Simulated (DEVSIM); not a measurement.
System: Co/La2O3/SiO2/p-Si capacitor, at 300 K.

Layer 1 from the left is La2O3, thickness (nm) 11.0. Layer 2 from the left is SiO2, thickness (nm) 0.550. Layer 3 from the left is Si, thickness (nm) 1200, Na (cm⁻³) 2.4e17.

Metal gate on the left, work function 5 eV. Fixed charge at the semiconductor interface 1.9e11 cm⁻² (in units of +e); no interface traps.

This is a model device: material constants are rounded textbook-type values typed into the input, and sizes, dopings and lifetimes were drawn at random. Values at 300 K.

La2O3: gap (eV) 5.8, affinity (eV) 1.8, permittivity 27. SiO2: gap (eV) 9, affinity (eV) 0.9, permittivity 3.9. Si: gap (eV) 1.124, affinity (eV) 4.05, permittivity 11.7, Nc (cm⁻³) 2.86e19, Nv (cm⁻³) 3.1e19.

Question: Estimate by hand the flat-band voltage, the threshold voltage, and compare with a numerical solution.

Answer: 
- Flat-band voltage: C = 1.61 μF/cm², work-function difference -0.048 V; VFB = φms − qNf/C = -0.07 V; numerical -0.07 V.
- Threshold voltage: φF = 0.437 V, depletion charge √(4εqNφF) = 2.64e-7 C/cm²; VT = VFB + 2φF + Qd/C = 0.97 V; numerical 0.97 V.

DEVSIM, 1D Poisson equation in equilibrium, Boltzmann statistics, complete ionisation; no quantum confinement or tunnelling. Metal contacts follow the ideal Schottky-Mott rule: no Fermi-level pinning, no interface dipoles.
